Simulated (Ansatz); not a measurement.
Defect: interstitial H in zinc-blende ZnS, charge state +1. Method: PBE, PAW (plane waves to 420 eV; Ansatz, a program for electronic structure).

Cell of 64 host sites held at the relaxed PBE lattice; the Γ point alone; Fermi-Dirac width 0.01 eV, spin-restricted; finite-size errors left in. Static, classical nuclei. The charge state is imposed; whether it is stable for some Fermi level was not computed. Sites that were not tried may lie lower. The start lies 0.15 eV above the lowest site run (PBE).

Barriers: single points on a 2×2×2 k-point mesh shifted by half a step at the bands' geometries.

The step: several atoms move together, H the farthest. Atoms about the jump, Cartesian Å from the middle of the jump, before and after:

```tsv
atom	x0	y0	z0	x1	y1	z1
H1	0.00	-0.37	0.38	0.00	0.37	-0.38
S2	-0.78	-1.16	1.16	-0.99	-1.39	1.39
S3	-0.99	1.39	-1.39	-0.78	1.16	-1.16
Zn4	-2.48	0.10	-0.10	-2.48	-0.10	0.10
Zn5	0.48	0.10	2.86	0.38	-0.01	2.73
Zn6	0.48	-2.86	-0.10	0.38	-2.73	0.00
Zn7	0.38	2.73	-0.01	0.48	2.86	0.10
Zn8	0.38	0.01	-2.73	0.48	-0.10	-2.86
S9	1.76	1.39	1.37	1.76	1.37	1.39
S10	1.76	-1.37	-1.39	1.76	-1.39	-1.37
```

Problem. Give the saddle-point geometry and the barrier.

Solution. 
```tsv
atom	x	y	z
H1	-0.78	0.00	0.02
S2	-0.92	-1.20	1.21
S3	-0.93	1.20	-1.19
Zn4	-2.79	0.03	-0.02
Zn5	0.43	0.05	2.74
Zn6	0.43	-2.73	-0.04
Zn7	0.43	2.74	0.06
Zn8	0.43	-0.05	-2.73
S9	1.80	1.39	1.39
S10	1.80	-1.37	-1.37
```
It lies 0.46 eV above the start and 0.46 eV above the end. The saddle point's order was not checked, and it lies on a symmetry element of the cell, where a band can be held.
